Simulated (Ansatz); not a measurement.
```
CELL_PARAMETERS angstrom
      0.00000     2.67815     2.67815
      2.67815     0.00000     2.67815
      2.67815     2.67815     0.00000
ATOMIC_POSITIONS crystal
  Zn 0.00000 0.00000 0.00000
  S  0.25000 0.25000 0.25000
```

Level of theory: HSE06, rigid bands (plane waves, PAW, scalar-relativistic; Ansatz, a program for electronic structure). Cell: cell and atoms relaxed with PBEsol.

**Question.** What conductivity effective mass do dilute holes have at 300 K?

**Answer.** 0.73 mₑ.

**Question.** What conductivity effective mass do dilute electrons have at 300 K?

**Answer.** 0.21 mₑ.

**Question.** And the band gap?

**Answer.** 3.46 eV at this level.

Rigid bands, one relaxation time for all states, no polarons. Spin-orbit coupling is left out; where it splits the top of the valence band it changes the hole mass and lowers the gap by about a third of the splitting. Geometry: cell and atoms relaxed with PBEsol.
